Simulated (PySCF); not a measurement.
PySCF 2.14.0, PBE/def2-svp, df: Mo(O)(NMe)(Cl)2 (C[N]=[Mo](=[O])([Cl])[Cl]), 9 atoms. The geometry is a generated start, not checked to be a minimum at this level.

| Item | Value |
|---|---|
| task | energy |
| method | pbe |
| basis | def2-svp |
| two-electron scheme | density fitting |
| mol.max_memory | 3000 MB |
| mf.max_cycle | 100 |
| mf.init_guess | minao (default) |
| mf.DIIS | CDIIS (default) |
| mf.conv_tol | 1e-09 (default) |
| mf.grids.level | 3 (default) |
| effective core potentials | those of the basis set, past Kr |
| basis functions | 124 |
| grid points | 131728 |

```xyz
9

Mo     0.2726     0.8309     1.1978
O      1.8753     0.8657     1.5613
N     -0.1602    -0.1165    -0.1910
C     -0.1847    -0.9407    -1.3297
H      0.3441    -1.8804    -1.1301
H     -1.2161    -1.1707    -1.6188
H      0.3100    -0.4385    -2.1682
Cl    -0.4146     2.8588     0.7960
Cl    -0.8265    -0.0087     2.8827
```

Charge 0 and multiplicity 1 are set for this test and not shown to be the ground state.

One run each on 2 threads, 1 BLAS thread. Values of diis_space tried: 3, 5, 8 (default), 12, 20.

Predict the course of the Fock builds along this series.

Fewest Fock builds, within one of each other: 5 with 17, 8 (default) with 17, 12 with 17, 20 with 17. The run ends without SCF convergence in 100 cycles at 3.

```json
[
 {"diis_space": "3", "Fock builds": "101", "end": "no convergence"},
 {"diis_space": "5", "Fock builds": "17", "end": "same solution"},
 {"diis_space": "8 (default)", "Fock builds": "17", "end": "same solution"},
 {"diis_space": "12", "Fock builds": "17", "end": "same solution"},
 {"diis_space": "20", "Fock builds": "17", "end": "same solution"}
]
```
